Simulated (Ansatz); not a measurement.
# Formation energy of CeO2 (fluorite, Fm-3m) from the elements: levels of theory

We look at the formation energy of CeO2 (fluorite, Fm-3m) from the elements. Reaction: Ce (fcc) + O2 (gas) → CeO2 (fluorite). Negative: the products are lower in energy. The value is per atom of the solid.

CeO2 (fluorite, Fm-3m), 3 atoms in the cell; spin state with PBE: no moments. Conventional cell: a = 5.464 Å, b = 5.464 Å, c = 5.464 Å, α = 90.00°, β = 90.00°, γ = 90.00°.

Setting: static, neutral cells in Ansatz (PAW) whose structures rest at the PBE level. Ansatz (a program for electronic structure) runs with its default PAW set. Other levels take these structures. The lattices are those relaxed with PBE, so at other levels the solids can be strained, which adds to the spread. A dispersion term (D3(BJ), or D4 for r2SCAN) was computed beside these levels and is taken off wherever the name lacks it. The runs are scalar-relativistic, without spin-orbit coupling. Runs with 4f elements can settle in higher electronic states, so these values are less sure.

```
Method      value (eV/atom)
----------  ---------------
PBE                   -3.43
PBE+D3(BJ)            -3.49
LDA                   -3.78
PBEsol                    ?
RPBE                      ?
r2SCAN+D4             -3.78
```

Task: Some entries are withheld; supply them.

Result: 
- PBEsol, value (eV/atom): -3.51
- RPBE, value (eV/atom): -3.26

The levels shown span 0.52 eV/atom, from LDA (-3.78) to RPBE (-3.26).

Rough cost of one single point on CeO2 (fluorite), against PBEsol's on the same shared machine and with each level's own mesh and cutoff: r2SCAN about 8 times.
